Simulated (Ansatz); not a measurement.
System: interstitial H in hcp Zn (neutral cell). All values below come from PBE, PAW (plane waves to 420 eV; Ansatz, a first-principles code).

Cell of 36 host sites held at the relaxed PBE lattice; a 2×2×2 k-point mesh shifted by half a step along c; Fermi-Dirac width 0.10 eV, spin-restricted; finite-size errors left in. No zero-point or tunnelling terms. Sites that were not tried may lie lower.

Barriers: single points on a 4×4×3 k-point mesh shifted by half a step along c at the bands' geometries.

The step: a concerted move, in which H travels most. Atoms about the jump, Cartesian Å from the middle of the jump, before and after:

```
atom     x0     y0     z0     x1     y1     z1
----  -----  -----  -----  -----  -----  -----
H1     0.00   0.00  -0.70   0.00   0.00   0.70
Zn2    0.00   1.59   0.23   0.00   1.59  -0.24
Zn3   -1.38  -0.80   0.21  -1.38  -0.80  -0.24
Zn4    1.38  -0.80   0.22   1.38  -0.80  -0.24
Zn5    0.00   0.00  -2.69   0.00   0.00  -2.63
Zn6    0.00   0.00   2.62   0.00   0.00   2.66
Zn7    2.64   1.53  -0.02   2.64   1.53   0.00
Zn8   -2.64   1.53  -0.02  -2.64   1.53   0.00
Zn9    0.00  -3.05  -0.02   0.00  -3.05   0.00
```

Task: Predict the transition state.

Result: 
| atom | x | y | z |
|---|---|---|---|
| H1 | 0.00 | 0.00 | -0.01 |
| Zn2 | 0.00 | 1.69 | -0.01 |
| Zn3 | -1.47 | -0.85 | -0.02 |
| Zn4 | 1.47 | -0.85 | -0.01 |
| Zn5 | 0.00 | 0.00 | -2.77 |
| Zn6 | 0.00 | 0.00 | 2.76 |
| Zn7 | 2.64 | 1.52 | -0.01 |
| Zn8 | -2.64 | 1.52 | -0.01 |
| Zn9 | 0.00 | -3.05 | -0.01 |
It lies 0.12 eV above the start and 0.12 eV above the end. The saddle point's order was not checked, and it lies on a symmetry element of the cell, where a band can be held.
